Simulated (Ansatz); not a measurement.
TaN (model structure, Pm-3m, No. 221, 6 atoms in the cell)

Level of theory: PBEsol (Ansatz, a first-principles code, PAW).

Numerical settings: plane-wave cutoff 520 eV, 12×12×12 k mesh, Fermi–Dirac smearing 0.05 eV, scalar-relativistic PAW data made under PBE.

Cell (relaxed at this level):

```cif
data_N3Ta3
_chemical_formula_sum 'Ta3 N3'
_space_group_name_H-M_alt 'P 1'
_space_group_IT_number 1
_cell_length_a 4.21306
_cell_length_b 4.21306
_cell_length_c 4.21306
_cell_angle_alpha 90.000
_cell_angle_beta 90.000
_cell_angle_gamma 90.000
loop_
_space_group_symop_operation_xyz
  'x, y, z'
loop_
_atom_site_label
_atom_site_type_symbol
_atom_site_fract_x
_atom_site_fract_y
_atom_site_fract_z
_atom_site_occupancy
Ta1 Ta 0.00000 0.50000 0.50000 1
N1 N 0.50000 0.00000 0.00000 1
Ta2 Ta 0.50000 0.50000 0.00000 1
N2 N 0.00000 0.50000 0.00000 1
Ta3 Ta 0.50000 0.00000 0.50000 1
N3 N 0.00000 0.00000 0.50000 1
```

For TaN (model structure, Pm-3m, No. 221, 6 atoms in the cell), the band gap comes out as zero (no gap) and the bulk modulus is 296 GPa.

Note: the bulk modulus is −V dP/dV from two relaxed cells at ±2 % in volume; the relaxation could raise the start's symmetry but not lower it, so the cell can be a saddle point.

Spin–orbit coupling is not included; it can open a gap where bands touch, and shift volumes and moduli.

The result took about 28 core-seconds (a rough figure).

A model structure was made by putting elements into a prototype or built by hand; it is no filed structure, need not be a known phase, and can be a saddle point held by its symmetry.
